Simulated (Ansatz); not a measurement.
Ansatz (a program for electronic structure) run on Al2Pt (Fm-3m, 3 atoms in the cell): self-consistent single point.

Method of the run: PBE (plane waves, PAW; Ansatz).

The change in words: lattice scaled by 0.98. Reference geometry:
```
CELL_PARAMETERS angstrom
      0.00000     2.98486     2.98486
      2.98486     0.00000     2.98486
      2.98486     2.98486     0.00000
ATOMIC_POSITIONS crystal
  Al 0.25000 0.25000 0.25000
  Al 0.75000 0.75000 0.75000
  Pt 0.00000 0.00000 0.00000
```

Reference input (self-consistent single point, DFT, PBE, plane waves, default PAW files): basis.ecutwfc = 420 eV; kpoints.mp_grid.grid = 7 7 7; hamiltonian.xc = pbe; hamiltonian.pseudopotentials = {kind: paw} (the program's default PAW files); scf.occupations.method = gaussian; scf.occupations.width = 0.136 eV. This run's input differs from it in these lines:

```diff
@@ -2,5 +2,5 @@
   lattice:
-    - [0.000000, 2.984855, 2.984855]
-    - [2.984855, 0.000000, 2.984855]
-    - [2.984855, 2.984855, 0.000000]
+    - [0.000000, 2.925158, 2.925158]
+    - [2.925158, 0.000000, 2.925158]
+    - [2.925158, 2.925158, 0.000000]
   atoms:
```

The program printed (abridged):

```
SCF iter   1: F=—  HF=-13600.616302 eV  |F-HF|=—  |Δ(HF+E_count)|=         —  Δρ=2.40e-3  dr2=4.71e-3  ethr=1.77e-3  ⟨swp⟩=5.2  Hψ=1636  notcnv=0
all-band conjugate gradients solve this SCF's bands
preconditioner: auto → Kerker (q_TF=auto, 2.414 Å⁻¹)
SCF iter   2: F=—  HF=-13600.615808 eV  |F-HF|=—  |Δ(HF+E_count)|=   4.95e-4  Δρ=9.58e-4  dr2=5.44e-4  ethr=1.96e-5  ⟨swp⟩=2.0  Hψ=557  notcnv=0
SCF iter   3: F=—  HF=-13600.615737 eV  |F-HF|=—  |Δ(HF+E_count)|=   7.08e-5  Δρ=3.92e-4  dr2=7.66e-5  ethr=2.26e-6  ⟨swp⟩=1.9  Hψ=427  notcnv=0
SCF iter   4: F=—  HF=-13600.615688 eV  |F-HF|=—  |Δ(HF+E_count)|=   4.84e-5  Δρ=7.05e-5  dr2=3.87e-6  ethr=3.19e-7  ⟨swp⟩=2.8  Hψ=538  notcnv=0
SCF iter   5: F=—  HF=-13600.615688 eV  |F-HF|=—  |Δ(HF+E_count)|=   2.42e-7  Δρ=2.33e-5  dr2=6.13e-7  ethr=1.61e-8  ⟨swp⟩=2.4  Hψ=455  notcnv=0
SCF iter   6: F=-13600.615688 eV  HF=-13600.615688 eV  |F-HF|=3.95e-8  |Δ(HF+E_count)|=   9.32e-8  Δρ=1.26e-5  dr2=8.77e-8  ethr=4.17e-10  ⟨swp⟩=6.7  Hψ=1450  notcnv=0
SCF 1 converged in 6 iterations: F = -13600.615688 eV  dr2 = 8.77e-8
Free energy (F): -13600.615688 eV
Internal energy: -13600.597322 eV  (E = F + TS)
E sigma→0 (E₀):  -13600.606505 eV
Entropy (-TS):   -0.018366 eV (-6.122 meV/atom)
Fermi energy:    11.851815 eV
--- Forces (eV/Å), atoms counted from 1 ---
  atom   1  Al    -0.00000000     0.00000000     0.00000000
   [... zero for the other atoms too ...]
--- Stress (GPa, compression-positive) ---
        7.061304       0.000000      -0.000000
        0.000000       7.061304       0.000000
        0.000000      -0.000000       7.061304
  P = ⅓ Tr σ = 7.0613 GPa (70.613 kbar)
  The stress holds the Pulay correction. Without it, at fixed plane waves, as pw.x and ABINIT print it: P = 6.9974 GPa
```

The run converged in 6 iterations. Against the reference run the free energy rises by 16.7 meV/atom and the pressure goes from -1.46 to 7.06 GPa.

The starting cell comes from a database of computed structures (which also holds hypothetical and non-ambient phases and stackings), without a prior relaxation at this level. Its lattice was rescaled by a random factor within 2.5 % of one. For this run, on top of that: lattice scaled by 0.98. Spin polarisation is off. With a pressure of about 7 GPa the cell is away from its equilibrium volume at this level. Ansatz's pressure includes its estimate of the finite-basis (Pulay) stress.

Keys are those of Ansatz 0.2.
